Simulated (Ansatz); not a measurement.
This Ansatz (a program for electronic structure) input is the reference run, TaS$_{2}$ in the CdI2 type structure (space group P-3m1, No. 164; layered, stacked along the Cartesian z axis), computed with PBE-D3(BJ) (Ansatz), no spin-orbit coupling:

Ansatz 0.2 input:
```yaml
crystal:
  lattice:
    - [3.3288244606, 0, 0]
    - [-1.6644122303, 2.8828465476, 0]
    - [0, 0, 5.785485865]
  atoms:
    - { symbol: Ta, position: [0, 0, 0] }
    - { symbol: S, position: [0.3333333333, 0.6666666667, 0.2670043868] }
    - { symbol: S, position: [0.6666666667, 0.3333333333, 0.7329956132] }
basis: { ecutwfc: 420, ecutrho_ratio: 4, xc_grid: 2, fft_grid_basis: typed }
kpoints: { mp_grid: { grid: [16, 16, 8] } }
hamiltonian:
  xc: pbe
  dispersion: d3bj
  pseudopotentials: { kind: paw }
scf: { occupations: { method: fermi_dirac, width: 0.05 }, convergence: { dr2_threshold: 0.0000000003 } }
output: { forces: true, stress: true }
checkpoint: { write: state.ck, write_every: 1000 }
```

Problem. Write the input for this change: a free-standing slab of 4 layers (12 atoms, 3 a layer) is cut normal to the stacking axis, with 15 Å of vacuum and the in-plane cell relaxed.

Solution. 
Ansatz 0.2 input:
```yaml
crystal:
  lattice:
    - [3.3288244606, 0, 0]
    - [1.6644122303, 2.8828465476, 0]
    - [0, 0, 35.4459578064]
  atoms:
    - { symbol: S, position: [0.6666666667, 0.6666666667, 0.2115897119] }
    - { symbol: Ta, position: [0, 0, 0.2551701425] }
    - { symbol: S, position: [0.3333333333, 0.3333333333, 0.2987505732] }
    - { symbol: S, position: [0.6666666667, 0.6666666667, 0.3748096169] }
    - { symbol: Ta, position: [0, 0, 0.4183900475] }
    - { symbol: S, position: [0.3333333333, 0.3333333333, 0.4619704782] }
    - { symbol: S, position: [0.6666666667, 0.6666666667, 0.5380295218] }
    - { symbol: Ta, position: [0, 0, 0.5816099525] }
    - { symbol: S, position: [0.3333333333, 0.3333333333, 0.6251903831] }
    - { symbol: S, position: [0.6666666667, 0.6666666667, 0.7012494268] }
    - { symbol: Ta, position: [0, 0, 0.7448298575] }
    - { symbol: S, position: [0.3333333333, 0.3333333333, 0.7884102881] }
basis: { ecutwfc: 420, ecutrho_ratio: 4, xc_grid: 2, fft_grid_basis: typed }
kpoints: { mp_grid: { grid: [16, 16, 1] } }
hamiltonian:
  xc: pbe
  dispersion: d3bj
  pseudopotentials: { kind: paw }
scf: { occupations: { method: fermi_dirac, width: 0.05 } }
relax: { f_tol: 0.01, max_steps: 60, cell: { stress_tol: 0.02, fix: [c, alpha, beta] } }
output: { forces: true, stress: true }
checkpoint: { write: state.ck, write_every: 1000 }
```
This is the input that was run; other choices of cell and start would serve too.

Stability against distortions was not tested. All final runs are without spin polarisation. An odd electron count without spin: TaS2.
